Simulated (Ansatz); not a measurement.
The reference is BAs in the zinc blende structure (space group F-43m, No. 216; a = 4.809 Å). Axes: x, y, z lie along the cube axes.

The values are results of PBE, PAW, 420 eV (Ansatz, a quantum-chemistry and plane-wave program; without spin-orbit coupling), not measurements.

Perturbation: an isotropic linear strain of −2.50 %; the atoms relax in the strained cell.

### Question
Predict the stress tensor and what it implies for the stiffness.

### Answer
Stress of the strained cell less that of the base (GPa, compression positive):
```
  11.67    0.00    0.00
   0.00   11.67    0.00
   0.00    0.00   11.67
```

Then B = −ΔP/(ΔV/V₀) with ΔV/V₀ = -0.0731 gives secant stiffness values (nonlinear terms included at this strain): B ≈ 159 GPa.

As a check, the harmonic strain energy −½ V₀ Δσ:ε is 38 meV/atom; the computed energy rise is 35 meV/atom.

Stability against distortions was not tested.
